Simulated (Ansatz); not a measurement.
Input and output of a relaxation of cell and atoms for Pt (Fm-3m, 1 atom in the cell) (Ansatz, an electronic-structure program).

Method of the run: PBEsol, default PAW files made with PBE (plane waves; Ansatz).

The change in words: atoms on their sites; basis.ecutwfc: 420 eV → 295 eV; relax: default → cell and atoms. Reference geometry:
```yaml
crystal:
  lattice:
    - [0.00000, 1.95412, 1.95412]
    - [1.95412, 0.00000, 1.95412]
    - [1.95412, 1.95412, 0.00000]
  atoms:
    - { symbol: Pt, position: [0.00000, 0.00000, 0.00000] }
```

Reference input (self-consistent single point, DFT, PBEsol, plane waves, default PAW files made with PBE): basis.ecutwfc = 420 eV; kpoints.mp_grid.grid = 14 14 14; hamiltonian.xc = pbesol; hamiltonian.pseudopotentials = {kind: paw} (the program's default PAW files); scf.occupations.method = gaussian; scf.occupations.width = 0.1 eV. This run's input differs from it in these lines:

Ansatz 0.2 input:
```diff
@@ -8,3 +8,3 @@
 basis:
-  ecutwfc: 420.0
+  ecutwfc: 295.0
 kpoints:
@@ -16,2 +16,4 @@
   occupations: { method: gaussian, width: 0.1 }
+relax:
+  cell: {}
 output:
```

Output (repeated stretches shortened):

```
   [... SCF lines of the steps left out ...]
relax step   1: F+E_penalty+E_count = -12383.65296605 eV  Δ(F+E_penalty+E_count) = +0.000e0 eV  max|allowed force component| = 0.000e0 eV/Å  Δτ_max = 0.0000 Å  P = +1.957 GPa  Ω = 14.924 Å³  (6 SCF iters, dr2 threshold 1.00e-7 eV, accepted)
relax step   2: F+E_penalty+E_count = -12383.61633716 eV  Δ(F+E_penalty+E_count) = +3.663e-2 eV  max|allowed force component| = 0.000e0 eV/Å  Δτ_max = 0.0000 Å  P = -6.430 GPa  Ω = 15.200 Å³  energy of the carried Pulay correction = -3.272e-2 eV  (4 [...]
   [... lines left out ...]
relax step   8: F+E_penalty+E_count = -12383.65236648 eV  Δ(F+E_penalty+E_count) = +6.268e-4 eV  max|allowed force component| = 0.000e0 eV/Å  Δτ_max = 0.0000 Å  P = +0.011 GPa  Ω = 15.018 Å³  energy of the carried Pulay correction = -6.291e-4 eV  (2 [...]
relax step   9: F+E_penalty+E_count = -12383.65313358 eV  Δ(F+E_penalty+E_count) = -7.671e-4 eV  max|allowed force component| = 0.000e0 eV/Å  Δτ_max = 0.0000 Å  P = +0.027 GPa  Ω = 15.018 Å³  stress off target by 2.69e-2 GPa  SCF on the basis [...]
basis re-selected at this cell: Δ(F+E_penalty+E_count) = -7.671e-4 eV, ΔP = +0.016 GPa vs the last step
Stability not checked: this state was not tested for a lower state beside it, because too few of the mixer's solves of this state at the end of the SCF gave a …
Free energy (F): -12383.653134 eV
Internal energy: -12383.645061 eV  (E = F + TS)
E sigma→0 (E₀):  -12383.649097 eV
Entropy (-TS):   -0.008072 eV (-8.072 meV/atom)
Fermi energy:    23.341302 eV
--- Forces (eV/Å), atoms counted from 1 ---
  atom   1  Pt    -0.00000000     0.00000000    -0.00000000
   [... lines left out ...]
to start a new deck from the relaxed geometry:
  cell:  # Å, volume = 15.0181 Å³
    - [1.6261448307920516e-34, 1.9582188862324492, 1.9582188862324492]
    - [1.9582188862324492, -3.978773636605561e-34, 1.9582188862324492]
    - [1.9582188862324492, 1.9582188862324492, -6.623983642764266e-34]
  atoms:
    - { symbol: Pt, position: [0.0, 0.0, 0.0] }
```

The run converged. 

Summary of the result:
* **Free energy E − TS (on the zero of these files)**: -12383.6531 eV
* **Fermi level (on the code's own zero)**: 23.34 eV
* **Pressure**: 0.03 GPa
* **Final cell**: a = b = c = 2.7693 Å, α = β = γ = 60.00°
* **Final volume per atom**: 15.02 Å³
* **Relaxation steps**: 9

The starting cell has typed, rounded lattice constants, without a prior relaxation at this level. Its lattice was rescaled by up to half a per cent. Spin polarisation is off. The relaxation keeps the symmetry of its start, so its end need not be a minimum. Ansatz's pressure includes its estimate of the finite-basis (Pulay) stress. Without the estimate this run gives -19.03 GPa. The cutoff lies below the one recommended for these files.
